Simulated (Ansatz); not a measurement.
**A computed series for WC: response to strain**

Base system: WC (space group P-6m2, No. 187; a = 2.913 Å, c = 2.835 Å; relaxed with 0.1 eV smearing). Axes: x lies along a and z along c of the hexagonal cell.

Strains are applied to the cell and any free atomic positions relax.

Method: r2SCAN (Ansatz, an electronic-structure program; PAW; 500 eV plane waves; spin-orbit coupling left out).

Notes on the quantities. energy relative to the base: free energy F; pressure: mean of the normal stresses, compression positive.

```csv
change,energy relative to the base,volume per atom,pressure
base,0 meV/atom,10.42 Å³,0.0 GPa
uniaxial strain ε_zz = +0.50 %,+0.8 meV/atom,10.47 Å³,-2.2 GPa
uniaxial strain ε_zz = +1.00 %,+3.2 meV/atom,10.52 Å³,-4.3 GPa
uniaxial strain ε_zz = +1.50 %,[?],10.57 Å³,[?]
uniaxial strain ε_zz = +2.00 %,+12 meV/atom,10.62 Å³,-8.4 GPa
uniaxial strain ε_zz = +2.50 %,+19 meV/atom,10.68 Å³,-10.3 GPa
uniaxial strain ε_zz = +3.00 %,+27 meV/atom,10.73 Å³,-12.2 GPa
```

**Question.** What belongs in the blanks?

**Answer.** 
- uniaxial strain ε_zz = +1.50 %, energy relative to the base: +7.1 meV/atom
- uniaxial strain ε_zz = +1.50 %, pressure: -6.4 GPa

Stability against distortions was not tested. All final runs are without spin polarisation.
